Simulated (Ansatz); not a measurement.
NiGe (Pnma, No. 62, 8 atoms in the cell; start mp-1099), treated with LDA (plane waves, PAW; Ansatz, a program for electronic structure).

Numerical settings: plane-wave cutoff 520 eV, 10×16×10 k mesh (along the axes of the cell as run), Fermi–Dirac smearing 0.05 eV, no spin polarisation, scalar-relativistic PAW data made under PBE.

Cell (relaxed at this level):

NiGe has the orthorhombic space group Pnma (No. 62), Pearson symbol oP8. Conventional cell: a = 5.2533 Å, b = 3.4127 Å, c = 5.6832 Å, α = β = γ = 90.00°. Ni on 4c has 6 Ge at 2.299–2.461 Å. Ge on 4c is surrounded by 6 Ni at 2.299–2.461 Å. (Neighbours: up to the widest gap in distance over summed covalent radii, below 1.35, at either atom; cation-cation and far metal-metal contacts left out.)

Q: Predict the bulk modulus B0.

A: 
- bulk modulus B0: 165 GPa

The run finds no gap.

Note: the bulk modulus is −V dP/dV from two relaxed cells at ±2 % in volume; the relaxation could not lower the start's symmetry, so the cell can be a saddle point above a distorted one.

The computed numbers hold no vibrational or temperature effects.

Cost on a shared machine: very roughly 9 core-minutes.

A start named mp-… is a Materials Project structure, which need not be a measured phase.
